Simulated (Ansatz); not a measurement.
**Input and output of a self-consistent single point for MoW (Cmmm, 2 atoms in the cell) (Ansatz, a quantum-chemistry and plane-wave program)**

Method: LDA (PW92), default PAW files made with PBE (plane waves; Ansatz).

The input file:

Ansatz 0.2 input:
```yaml
crystal:
  lattice:
    - [1.571389, -2.223128, 0.000000]
    - [1.571389, 2.223128, 0.000000]
    - [0.000000, 0.000000, 4.464157]
  atoms:
    - { symbol: Mo, position: [0.000000, 0.000000, 0.000000] }
    - { symbol: W, position: [0.500000, 0.500000, 0.500000] }
basis:
  ecutwfc: 420.0
kpoints:
  mp_grid: { grid: [13, 13, 8] }
hamiltonian:
  xc: lda
  pseudopotentials: { kind: paw }
scf:
  occupations: { method: fermi_dirac, width: 0.1 }
output:
  forces: true
  eigenvalues: true
  stress: true
```

Output, abridged:

```
WARN ansatz: RAYON_NUM_THREADS=1 ignored (pool sized by the plan → 1); use --threads N
Pseudopotentials: kind: paw
Pseudopotential: Mo, paw, valence charge 14
Pseudopotential: W, paw, valence charge 14
Crystal: 2 atoms, lattice volume = 31.190 Å³
Basis set: ecut = 420 eV, 633 PW (Γ)
Bands: 18, of which v1, the nominal top of the filled ones, is band 14 counted from 1 (13 counted from 0)
Symmetry: 8 space group operations
Space group: Cmmm (ITA 65), of the structure as read, at distance tolerance 3.1e-5 Å
k-points: 245 of 1352
PAW frozen core: Mo, regenerated for the run's functional, and the local potential with it
PAW frozen core: W, regenerated for the run's functional, and the local potential with it
Initial density: superposition of atomic densities (neutral atoms: chi_scale 0, normalization atom), corrected by the library's trained network
Initial wavefunctions: pseudopotential atomic-orbital guess
Eigensolver: davidson
Functional: x = slater, c = lda
SCF iter   1: F=—  HF=-14972.727263 eV  |F-HF|=—  |Δ(HF+E_count)|=         —  Δρ=9.24e-3  dr2=5.86e-2  ethr=1.77e-3  ⟨swp⟩=5.1  Hψ=19380  notcnv=0
all-band conjugate gradients solve this SCF's bands
preconditioner: auto → none
SCF iter   2: F=—  HF=-14972.725732 eV  |F-HF|=—  |Δ(HF+E_count)|=   1.53e-3  Δρ=7.00e-3  dr2=4.04e-2  ethr=2.09e-4  ⟨swp⟩=1.0  Hψ=6370  notcnv=0
SCF iter   3: F=—  HF=-14972.721068 eV  |F-HF|=—  |Δ(HF+E_count)|=   4.66e-3  Δρ=1.11e-3  dr2=2.24e-4  ethr=1.44e-4  ⟨swp⟩=1.5  Hψ=4599  notcnv=0
SCF iter   4: F=—  HF=-14972.721028 eV  |F-HF|=—  |Δ(HF+E_count)|=   4.01e-5  Δρ=1.48e-4  dr2=1.28e-5  ethr=7.99e-7  ⟨swp⟩=2.1  Hψ=5597  notcnv=0
SCF iter   5: F=—  HF=-14972.721026 eV  |F-HF|=—  |Δ(HF+E_count)|=   1.97e-6  Δρ=1.97e-5  dr2=8.83e-8  ethr=4.58e-8  ⟨swp⟩=1.9  Hψ=5079  notcnv=0
SCF iter   6: F=-14972.721026 eV  HF=-14972.721026 eV  |F-HF|=4.15e-10  |Δ(HF+E_count)|=   1.03e-8  Δρ=3.26e-6  dr2=1.31e-9  ethr=3.15e-10  ⟨swp⟩=2.8  Hψ=16479  notcnv=0
the search or the solves at the SCF's close seem to have found levels that the self-consistency loop had missed (the run counts 1) …
SCF 1 converged in 6 iterations: F = -14972.721026 eV  dr2 = 1.31e-9
SCF converged after 6 iterations
Free energy (F): -14972.721026 eV
Harris-Foulkes:  -14972.721026 eV  (|F-HF|=4.15e-10)
Internal energy: -14972.686796 eV  (E = F + TS)
E sigma→0 (E₀):  -14972.703911 eV
Entropy (-TS):   -0.034230 eV (-17.115 meV/atom)
Fermi energy:    21.807608 eV
--- Per-component energies (eV) ---
  E_band       = -137.840861
  E_kinetic    = 892.393720
  E_local      = -1381.437132  (includes V_loc(G=0)·N_el)
  E_nonlocal   = 153.959315
  E_hartree    = 471.396231
  E_xc         = -447.836916
  E_vxc        = -468.092089  (∫ρ·V_xc dr)
  E_paw        = -11398.962508  (= ΣΔE_a)
  E_vpaw       = -277.456735  (= ΣTr[D̂ρ^β])
  E_aug_tail   = -0.000032  (compensation charges beyond the density's cutoff)
  E_ewald      = -3262.955443
  E_core_change = 0.755969  (= ΣΔE_core)
  E_smearing   = -0.034230  (= −TS)
  E_closure    = 0.000000  (closes the sum)
  Σ components = -14972.721026   (vs F -14972.721026, Δ=0.00e0)
--- Forces (eV/Å), atoms counted from 1 ---
  atom   1  Mo     0.00000000     0.00000000     0.00000000
  atom   2  W      0.00000000     0.00000000     0.00000000
  max |Σ_I F_I| component: 6.51e-30 eV/Å
--- Stress (GPa, compression-positive) ---
       -6.506034       0.000000       0.000000
        0.000000      -6.884945       0.000000
        0.000000       0.000000      -7.297656
  P = ⅓ Tr σ = -6.8962 GPa (-68.962 kbar)
  The stress holds the Pulay correction. Without it, at fixed plane waves, as pw.x and ABINIT print it: P = -6.9217 GPa
--- Band table (eV; the first three rows and the last of 245) ---
  k-point 0: bands = ["-52.2263", "-39.2478", "-16.6702", "-16.0779", "-15.8352", "-13.2593", "-12.8934", "-12.6987", "13.1363", "16.0741", "18.2515", "20.4164", "20.4180", "20.4812", "23.0011", "23.3842", "23.5406", "23.9915"]
  k-point 1: bands = ["-52.2262", "-39.2481", "-16.6523", "-16.0762", "-15.8352", "-13.2850", "-12.8963", "-12.6987", "13.3060", "16.1327", "18.3182", "20.3117", "20.3952", "20.6536", "22.4122", "23.3525", "23.5355", "23.9594"]
  k-point 2: bands = ["-52.2261", "-39.2489", "-16.6081", "-16.0722", "-15.8351", "-13.3483", "-12.9035", "-12.6987", "13.7738", "16.2658", "18.5132", "20.0271", "20.2942", "21.1611", "21.3580", "23.0819", "23.5254", "23.8049"]
  k-point 244: bands = ["-52.0990", "-39.0189", "-16.9912", "-16.5423", "-16.3355", "-13.8988", "-13.4050", "-13.2060", "16.9903", "17.2988", "18.1909", "18.2527", "20.9099", "21.2370", "21.9503", "22.0777", "25.9895", "27.3359"]
```

The run converged in 6 iterations.

The starting cell comes from a database of computed structures (which also holds hypothetical and non-ambient phases and stackings), without a prior relaxation at this level. Its lattice was rescaled by up to half a per cent. Spin-orbit coupling is off. Spin polarisation is off. With a pressure of about -7 GPa the cell is away from its equilibrium volume at this level. Ansatz's pressure includes its estimate of the finite-basis (Pulay) stress.
